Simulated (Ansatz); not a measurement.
Structures of equal composition on the (111) surface of fcc Al: a pseudomorphic layer of Pt in the host's stacking; a pseudomorphic layer of Pt in the other hollow. The slabs share one bottom face, and each structure is named by its start. These are constructed structures in small cells; real faces may alloy, dewet or reconstruct in larger ones, and not all known structures of the face are among them. Slabs of about 12 Å, Fermi-Dirac smearing of 0.1 eV. Bottom of the slabs: a bare face, its two planes held. Relaxed from the named starts with such symmetry as they have, on meshes of like density; energies extrapolated to zero smearing; spin only where a row says so; no spin-orbit coupling, no U. Brackets mark spin-polarised runs, whose order is one that fits the cell.

The numbers are results of PBE (plane waves to 420 eV, PAW; Ansatz, a program for electronic structure), not measurements.

Task: Rank these by energy per 1x1 cell (lowest first), as PBE gives it.

Result: a pseudomorphic layer of Pt in the host's stacking (0.000 eV), a pseudomorphic layer of Pt in the other hollow (0.045 eV)
